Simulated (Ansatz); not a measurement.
A computed series for MoS2: carrier doping

The reference is MoS2 (space group R3m, No. 160; a = 3.1532 Å, c = 17.9937 Å (hexagonal axes); layered, stacked along the Cartesian z axis).

Carriers are added at fixed cell with a uniform background; the Fermi–Dirac width is that of 300 K.

Level of theory: PBE-D3(BJ) (Ansatz, a first-principles code; PAW; 420 eV plane waves; no spin-orbit coupling), earlier PAW set.

Notes on the quantities. Fermi level from band edge: Fermi level relative to the doped band's edge (positive inside the band; to 0.05 eV).

```json
[
 {"change": "undoped", "Fermi level from band edge": "–", "gap between the host's bands": "0.77 eV"},
 {"change": "electrons 2.0×10^21 cm⁻³", "Fermi level from band edge": "+0.25 eV", "gap between the host's bands": "0.75 eV"},
 {"change": "electrons 3.0×10^21 cm⁻³", "Fermi level from band edge": "+0.30 eV", "gap between the host's bands": "0.74 eV"},
 {"change": "electrons 5.0×10^21 cm⁻³", "Fermi level from band edge": "+0.40 eV", "gap between the host's bands": "0.73 eV"},
 {"change": "electrons 7.0×10^21 cm⁻³", "Fermi level from band edge": "+0.50 eV", "gap between the host's bands": "0.71 eV"},
 {"change": "holes 2.0×10^21 cm⁻³", "Fermi level from band edge": "+0.70 eV", "gap between the host's bands": "0.80 eV"},
 {"change": "holes 3.0×10^21 cm⁻³", "Fermi level from band edge": "+0.80 eV", "gap between the host's bands": "0.81 eV"},
 {"change": "holes 5.0×10^21 cm⁻³", "Fermi level from band edge": "+0.95 eV", "gap between the host's bands": "0.81 eV"},
 {"change": "holes 7.0×10^21 cm⁻³", "Fermi level from band edge": "+1.00 eV", "gap between the host's bands": "0.82 eV"}
]
```

Carriers are added with a uniform compensating background; total energy and stress of such cells depend on the potential's zero and are not compared; many-body gap narrowing is missing at this level. No phonon test of stability was made.
